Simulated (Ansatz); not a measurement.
Cs2CaBr4, pressure series

The parent structure is Cs$_{2}$CaBr$_{4}$ (space group I4/mmm, No. 139; a = 5.609 Å, c = 17.770 Å; a cell from a computed database, its experimental status unchecked).

Cell and atoms are relaxed at each pressure.

Method: PBEsol/PAW in Ansatz (a quantum-chemistry and plane-wave program), spin-orbit coupling left out.

Candidates:
(a) pressure 4.2 GPa
(b) pressure 30 GPa
(c) pressure 18 GPa
(d) pressure 9 GPa

Before the change:

```
Property   Result
--------  -------
Band gap  4.36 eV
```

Question: Order them by band gap, highest first.

Answer: (a) pressure 4.2 GPa (4.41 eV), (d) pressure 9 GPa (4.10 eV), (c) pressure 18 GPa (3.62 eV), (b) pressure 30 GPa (3.07 eV)

Load acts through the strain it causes; cell and atoms are relaxed under it. Stability against distortions was not tested. Competing high-pressure phases were not computed.
